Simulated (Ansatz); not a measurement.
Bond-angle distributions (per cent of the angles at each element, bins of 10°) of a relaxed model of amorphous Ag10Ge14Se32 at 5.40 g/cm³. Method: PBE-D3(BJ), scalar-relativistic without spin-orbit coupling, PAW (Ansatz default set, large-core Se) (plane waves to 420 eV; Ansatz, a first-principles code).

A CHGNet melt-quench gave the starting glass, which DFT then relaxed. The hot cell started wider than the set density and was brought back towards it in steps. It is the lowest in DFT energy of 4 quenches. It is a model cell: composition and starting density were chosen by hand, and all elements were melted together. The geometry includes D3(BJ) dispersion. Its density started from a set value of 4.94 and ended at 5.40 g/cm³. The simulated quench (nominally 17 K/ps over its main leg) is rapid and tends to freeze in more defects than a deposited or slowly cooled glass has. One small periodic cell is one sample of the glass; other quenches scatter about these values. The volume was free in the relaxation, at fixed shape.

Cut-offs for bonds: Ag-Ag 3.34 Å, Ag-Ge 3.18 Å, Ag-Se 3.00 Å, Ge-Ge 2.85 Å, Ge-Se 2.88 Å, Se-Se 2.76 Å.

| angle (°) | at Ag | at Ge | at Se |
|---|---|---|---|
| 50-60 | 5 | 0 | 0 |
| 60-70 | 3 | 0 | 2 |
| 70-80 | 5 | 0 | 4 |
| 80-90 | 12 | 6 | 16 |
| 90-100 | 19 | 19 | 28 |
| 100-110 | 21 | 32 | 24 |
| 110-120 | 8 | 31 | 11 |
| 120-130 | 9 | 9 | 8 |
| 130-140 | 6 | 0 | 2 |
| 140-150 | 8 | 1 | 0 |
| 150-160 | 4 | 1 | 1 |
| 160-170 | 0 | 0 | 2 |
| 170-180 | 0 | 0 | 1 |

They go with these counts of neighbours within the cut-offs, cation contacts included: Ag mean 4.4, most often 5; Ge mean 3.9, most often 4; Se mean 2.9, most often 3.
